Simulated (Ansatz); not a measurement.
# hypothetical NiAs type TlF with two functionals, pressure 7 GPa

Consider TlF in the NiAs type structure (space group P6_3/mmc, No. 194; a = 3.8910 Å, c = 7.0145 Å; a hypothetical phase, not in the database extracts checked).

(Cell as relaxed with PBE.)

Levels (all Ansatz, a quantum-chemistry and plane-wave program, PAW): PBE (420 eV, scalar-relativistic without spin-orbit coupling); PBEsol (420 eV, scalar-relativistic without spin-orbit coupling).

Each level relaxes its own structure.

| base | PBE | PBEsol |
|---|---|---|
| volume per atom | 22.99 Å³ | 21.00 Å³ |
| lattice parameter a | 3.891 Å | 3.752 Å |
| band gap | 2.15 eV | 1.90 eV |

Now apply this change: a hydrostatic pressure of 7 GPa.

```csv
quantity,PBE,PBEsol
shift of the gap caused by the change,-0.49 eV,(withheld)
hole mass,"1.5 mₑ along c, 0.70 mₑ across (at K)",(withheld)
shortest interatomic distance,2.705 Å,(withheld)
band gap,1.66 eV,(withheld)
```

**Question.** Predict the PBEsol column.

**Answer.** 
- shift of the gap caused by the change, PBEsol: -0.85 eV
- hole mass, PBEsol: 1.2 mₑ along c, 0.55 mₑ across (at K)
- shortest interatomic distance, PBEsol: 2.651 Å
- band gap, PBEsol: 1.06 eV

PBE's shift of the gap caused by the change lies 0.355 eV above PBEsol's; PBE's shortest interatomic distance lies 0.054 Å above PBEsol's (2.0 %); PBE's band gap lies 0.60 eV above PBEsol's. Neither level is exact; PBEsol is the comparison here, not a measurement.

Spin-orbit coupling, missing from the scalar runs, can matter with Tl. Load acts through the strain it causes; cell and atoms are relaxed under it. Masses are band curvatures over ±0.01 Å⁻¹ around the edge. No phonon test of stability was made. Competing high-pressure phases were not computed.
